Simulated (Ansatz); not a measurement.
Er₅Si₃ (P6₃/mcm, No. 193; cell taken from a computed entry)

The numbers are results of r²SCAN (PAW; Ansatz, a first-principles code), not measurements.

Settings: plane-wave cutoff 500 eV, 6×6×6 k mesh, Fermi–Dirac smearing 0.05 eV, spin-polarised start, scalar-relativistic PAW data made under PBE.

Cell: relaxed at this level.

```
Property                    Result
-------------------  -------------
volume per atom      23.73 Å³/atom
lattice parameter a        8.337 Å
c axis length              6.308 Å
```

Note: the magnetic order was assumed, not searched for or taken from measurement; the relaxation could not lower the start's symmetry, so the cell can be a saddle point above a distorted one; the 4f shell is treated without U or exact exchange, so its levels and filling can be wrong.

Spin–orbit coupling is not included.

It cost around 60 core-minutes (rough) of CPU time.
